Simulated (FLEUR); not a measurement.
Band structure of SrC2 (R-3m, 3 atoms in the cell).

```yaml
crystal:
  lattice:
    - [2.51733, 1.45338, 2.30666]
    - [-2.51733, 1.45338, 2.30666]
    - [0.00000, -2.90676, 2.30666]
  atoms:
    - { symbol: Sr, position: [0.00000, 0.00000, 0.00000] }
    - { symbol: C, position: [0.59155, 0.59155, 0.59155] }
    - { symbol: C, position: [0.40845, 0.40845, 0.40845] }
```

Level of theory: FLEUR with LDA (Perdew-Zunger), all-electron FLAPW (FLEUR), scalar-relativistic valence.

Settings: Kmax = 4.8 1/bohr; GmaxXC = 19.2 1/bohr; xcFunctional = pz; jspins = 1; l_soc = F; mode = hist; fermiSmearingEnergy = 0.0001 Htr; mesh (inpgen div1-3) = 9 9 9; inpgen gamma flag = false; Gmax = 19.2 1/bohr; numbands = 0; maxIterBroyd = 15; imix = Anderson; alpha = 0.05.

The starting cell comes from a database of computed structures (which also holds hypothetical and non-ambient phases and stackings), without a prior relaxation at this level. Values depend on the basis (sphere radii, cutoffs, local orbitals), which need not be converged.

Levels in eV from the Fermi level, bands 6 to 13:
```json
[
 {"point": "Γ", "6": "-2.53", "7": "-2.36", "8": "-0.83", "9": "-0.83", "10": "1.62", "11": "1.62", "12": "6.10", "13": "6.10"},
 {"point": "L", "6": "-4.55", "7": "-1.78", "8": "-1.06", "9": "-1.02", "10": "3.59", "11": "3.91", "12": "5.85", "13": "6.33"},
 {"point": "Z", "6": "-4.87", "7": "-3.05", "8": "-3.05", "9": "-0.03", "10": "5.53", "11": "5.53", "12": "7.74", "13": "7.74"},
 {"point": "F", "6": "-3.87", "7": "-2.47", "8": "-1.51", "9": "-0.78", "10": "2.13", "11": "4.63", "12": "5.41", "13": "6.37"},
 {"point": "P1", "6": "-4.82", "7": "-3.01", "8": "-2.98", "9": "-0.02", "10": "5.21", "11": "5.45", "12": "7.23", "13": "7.75"},
 {"point": "P", "6": "-4.82", "7": "-3.01", "8": "-2.98", "9": "-0.02", "10": "5.21", "11": "5.45", "12": "7.23", "13": "7.75"}
]
```
